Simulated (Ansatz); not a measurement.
The starting structures come from a database of crystals and need not be the phases stable at ambient conditions.

The decay constant κ of evanescent states in the gap governs leakage through a thin film.

Input:

```xyz
5
Lattice="7.7701 0.0000 0.0000 0.0000 7.7821 0.0000 0.0000 3.8910 2.2465" Properties=species:S:1:pos:R:3 pbc="T T T"
Ba     0.0000     0.0000     0.0000
Mg     4.8387     2.5940     0.0000
Mg     2.9313     5.1880     0.0000
As     2.1386     2.5940     0.0000
As     5.6314     5.1880     0.0000
```

Space group of this cell: P-3m1. The cell is taken as given.

Transport runs along the normal of the first two printed cell vectors, the (110) plane of the conventional cell.

The gap is the functional's own, uncorrected, and κ follows it; spin-orbit coupling is left out. Mid-gap values are interpolated between the computed energies.

Give the band gap and the smallest decay constant κ at mid-gap that r2SCAN (Ansatz, a first-principles code) yields.

Gap 1.44 eV on a 4×14×14 mesh; κ = 0.130 1/Å, at the zone centre.
